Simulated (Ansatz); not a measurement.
Mo (Im-3m), LDA, DFPT electron-phonon coupling, linearised Boltzmann equation in Ansatz (a program for electronic structure): Condition of this run: functional LDA. phonon-limited resistivity 5.27 μΩ·cm at 300 K, 7.29 μΩ·cm at 400 K, current-weighted mean free path 12.4 nm, Drude plasma energy 9.06 eV.

### Question
Estimate the resistivity of a 80 nm square wire with diffuse walls from ρ ≈ ρ₀(1 + 3ℓ/4d).

### Answer
1 + 0.75 × 12.4/80 = 1.12, so ρ ≈ 5.88 μΩ·cm and a line 1 μm long has 9.19 Ω. The formula is the free-electron limit for d well above ℓ; grain boundaries add to it.

### Question
What Drude relaxation time do resistivity and plasma energy imply?

### Answer
ω_p = 1.38e16 s⁻¹, so τ = 1/(ε₀ ω_p² ρ) = 11.3 fs, a damping ħ/τ of 58.2 meV.

### Question
What temperature coefficient of resistance follows, and how does it compare with 1/T?

### Answer
(ρ₄₀₀ − ρ₃₀₀)/(100 K × ρ₃₀₀) = 3.83×10⁻³ K⁻¹, against 1/T = 3.33×10⁻³ K⁻¹ for a resistivity proportional to T. It lies higher because phonons are still being populated at 300 K; impurities would add a constant and lower it.

A metal at this level (no band gap). Only scattering by harmonic phonons is included (no impurities, grain boundaries, electron-electron scattering or thermal expansion). Spin-orbit coupling is left out. The squared frequency of the phonon mode least converged on the k mesh is uncertain by about 48 %. The run warned that the eigensolver left some states short of its tolerance. Halving the electron mesh (36x36x36) moves the resistivity by up to 2 % at 300 K, the mean free path by up to 2 %. Smearing 0.20 eV; phonons on a 6x6x6 q mesh, which this run doesn't test.
